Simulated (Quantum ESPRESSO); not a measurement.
**What a tighter setting buys: ecutwfc, LiF (Fm-3m, 2 atoms in the cell)**

```
LiF
1.0
    0.00000     1.99619     1.99619
    1.99619     0.00000     1.99619
    1.99619     1.99619     0.00000
Li F
1 1
Direct
  0.00000   0.00000   0.00000
  0.50000   0.50000   0.50000
```

Method of the run: LDA (PZ), GBRV 1.5 ultrasoft (LDA) pseudopotentials (plane waves; Quantum ESPRESSO 7.5).

Base settings: ecutwfc = 40 Ry; ecutrho = 200 Ry; occupations = fixed; potentials = {Li: li_lda_v1.4.uspp.F.UPF, F: f_lda_v1.4.uspp.F.UPF}; K_POINTS = automatic 14 14 14 0 0 0; nbnd = 9; conv_thr = 1e-10 Ry; mixing_beta = 0.5.

Misses are taken against the tightest run, 80 Ry (ecutrho: 200 Ry → 400 Ry), which need not be fully converged itself. The energy is the free energy per atom.

The count of work is k-points × plane waves × bands × iterations; it is no time, and leaves out set-up, grids and terms that scale otherwise. 

The starting cell comes from a database of computed structures (which also holds hypothetical and non-ambient phases and stackings), without a prior relaxation at this level. Its lattice was rescaled by a random factor within 2.5 % of one. In the base run, with a pressure of about -5 GPa the cell is away from its equilibrium volume at this level.

The runs (ecutwfc): 16 Ry (ecutrho: 200 Ry → 80 Ry) | 20 Ry (ecutrho: 200 Ry → 100 Ry) | 24 Ry (ecutrho: 200 Ry → 120 Ry) | 28 Ry (ecutrho: 200 Ry → 140 Ry) | 32 Ry (ecutrho: 200 Ry → 160 Ry) | 36 Ry (ecutrho: 200 Ry → 180 Ry) | 40 Ry | 46 Ry (ecutrho: 200 Ry → 230 Ry) | 52 Ry (ecutrho: 200 Ry → 260 Ry) | 60 Ry (ecutrho: 200 Ry → 300 Ry) | 70 Ry (ecutrho: 200 Ry → 350 Ry) | 80 Ry (ecutrho: 200 Ry → 400 Ry).

Which is the coarsest setting among those run that, with all tighter ones, holds the energy within 20 meV/atom of the reference, and what does it save?

36 Ry (ecutrho: 200 Ry → 180 Ry), off by 13 meV/atom; it needs 0.27 of the reference's count of work.

Which is the coarsest setting among those run that, with all tighter ones, holds the energy within 5 meV/atom of the reference, and what does it save?

40 Ry, off by 2.3 meV/atom; it needs 0.32 of the reference's count of work.

What does the step from 24 Ry (ecutrho: 200 Ry → 120 Ry) to 52 Ry (ecutrho: 200 Ry → 260 Ry) buy?

It takes the miss in the energy from 800 to 0.55 meV/atom, for 3.5 times the count of work.

```csv
ecutwfc,energy less reference (meV/atom),pressure less reference (GPa),gap on the mesh less reference (eV),count of work / reference
16 Ry (ecutrho: 200 Ry → 80 Ry),7555.47,-449.12,-0.288,0.095
20 Ry (ecutrho: 200 Ry → 100 Ry),2550.75,-194.74,-0.089,0.13
24 Ry (ecutrho: 200 Ry → 120 Ry),801.64,-76.94,-0.242,0.15
28 Ry (ecutrho: 200 Ry → 140 Ry),226.41,-27.67,-0.002,0.19
32 Ry (ecutrho: 200 Ry → 160 Ry),58.61,-9.16,0.004,0.23
36 Ry (ecutrho: 200 Ry → 180 Ry),12.55,-2.52,-0.001,0.27
40 Ry,2.26,-0.46,0.000,0.32
46 Ry (ecutrho: 200 Ry → 230 Ry),0.73,0.02,0.000,0.45
52 Ry (ecutrho: 200 Ry → 260 Ry),0.55,0.00,0.000,0.53
60 Ry (ecutrho: 200 Ry → 300 Ry),0.35,0.02,0.000,0.67
70 Ry (ecutrho: 200 Ry → 350 Ry),0.27,0.01,0.000,0.82
80 Ry (ecutrho: 200 Ry → 400 Ry),0.00,0.00,0.000,1.0
```
